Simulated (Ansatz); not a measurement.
## Bi2Se3 in the Bi2Te3 type structure (space group R-3m, No. 166)

```cif
data_Bi2Se3
_chemical_formula_sum 'Bi2 Se3'
_space_group_name_H-M_alt 'P 1'
_space_group_IT_number 1
_cell_length_a 9.51768
_cell_length_b 9.51768
_cell_length_c 9.51768
_cell_angle_alpha 24.763
_cell_angle_beta 24.763
_cell_angle_gamma 24.763
loop_
_space_group_symop_operation_xyz
  'x, y, z'
loop_
_atom_site_label
_atom_site_type_symbol
_atom_site_fract_x
_atom_site_fract_y
_atom_site_fract_z
_atom_site_occupancy
Bi1 Bi 0.40186 0.40186 0.40186 1
Bi2 Bi 0.59814 0.59814 0.59814 1
Se1 Se 0.00000 0.00000 0.00000 1
Se2 Se 0.20781 0.20781 0.20781 1
Se3 Se 0.79219 0.79219 0.79219 1
```

Method: Kohn–Sham DFT with the PBEsol-D3(BJ) functional, run in Ansatz (a program for electronic structure) with PAW and 420 eV plane waves, no spin-orbit coupling, earlier PAW set. Settings: 9×9×9 k-points, 0.05 eV Fermi–Dirac smearing.

* **Volume per atom**: 26.61 Å³
* **Density**: 8.17 g/cm³
* **Band gap**: zero
* **Total energy**: -8153.086 eV/atom (σ→0; compares only within this code and set-up)

Spin-orbit coupling, missing from the scalar runs, can matter with Bi. No phonon test of stability was made. All final runs are without spin polarisation. Gaps under 0.05 eV, about the width of the smearing, are given as zero. A zero or small gap of Bi2Se3 can be the functional's error rather than a property of the material.
